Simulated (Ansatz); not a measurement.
The parent structure is InSb in the zinc blende structure (space group F-43m, No. 216; a = 6.5198 Å). Axes: x, y, z lie along the cube axes.

Computed with PBEsol (Ansatz, a first-principles code, PAW, no spin-orbit coupling), earlier PAW set.

Before the change:

* **Band gap**: zero

One thing is altered: a free-standing slab of 6 layers (12 atoms, 2 a layer) is cut normal to [110], with 15 Å of vacuum and the in-plane cell held at bulk.

### Question
Estimate the effect on the band gap, valence-band top at Γ and change of the spacing d12 from its bulk value of 2.305 Å.

### Answer
The band gap goes from zero to 0.51 eV; the valence-band top at Γ (three highest levels, from the VBM) comes out as 0.00, -0.21, -0.41 eV; the change of the spacing d12 from its bulk value of 2.305 Å is -7.5 %.

With Sb present, leaving out spin-orbit coupling can change the band edges. No phonon test of stability was made. All final runs are without spin polarisation. A zero or small gap of InSb can be the functional's error rather than a property of the material.
